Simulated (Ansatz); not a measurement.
The parent structure is Re in the hcp (Mg type) structure (space group P6_3/mmc, No. 194; a = 2.7508 Å, c = 4.4414 Å).

Structures relaxed with plane-wave PAW DFT at the PBEsol level (Ansatz, a first-principles code, 420 eV), no spin-orbit coupling.

Base:

Simulated powder pattern, Cu Kα1, λ = 1.54056 Å (kinematic, ideal powder, no thermal factors, no anomalous dispersion; the 14 strongest lines at most, above 2 %, up to 2θ = 90°):

```json
[
 {"2θ (°)": "37.73", "I/Imax (%)": "24", "hkl": "(100)"},
 {"2θ (°)": "40.59", "I/Imax (%)": "26", "hkl": "(002)"},
 {"2θ (°)": "43.05", "I/Imax (%)": "100", "hkl": "(101)"},
 {"2θ (°)": "56.61", "I/Imax (%)": "15", "hkl": "(102)"},
 {"2θ (°)": "68.12", "I/Imax (%)": "18", "hkl": "(110)"},
 {"2θ (°)": "75.55", "I/Imax (%)": "20", "hkl": "(103)"},
 {"2θ (°)": "80.58", "I/Imax (%)": "2.8", "hkl": "(200)"},
 {"2θ (°)": "82.41", "I/Imax (%)": "22", "hkl": "(112)"},
 {"2θ (°)": "84.06", "I/Imax (%)": "15", "hkl": "(201)"},
 {"2θ (°)": "87.85", "I/Imax (%)": "3.2", "hkl": "(004)"}
]
```

Perturbation: Ti takes the place of Re on all its sites; the structure is relaxed again.

### Question
Predict the new powder pattern.

### Answer

Simulated powder pattern, Cu Kα1, λ = 1.54056 Å (kinematic, ideal powder, no thermal factors, no anomalous dispersion; the 14 strongest lines at most, above 2 %, up to 2θ = 90°):

```
2θ (°)  I/Imax (%)    hkl
------  ----------  -----
35.71           25  (100)
39.22           25  (002)
40.92          100  (101)
54.08           14  (102)
64.16           15  (110)
72.23           15  (103)
75.65          2.2  (200)
77.84           16  (112)
78.95           12  (201)
84.32          2.2  (004)
88.70          2.9  (202)
```

The indices refer to each structure's own conventional cell; one index is shown for lines that coincide.

Whether these cells are dynamically stable was not tested. The final runs are not spin-polarised.
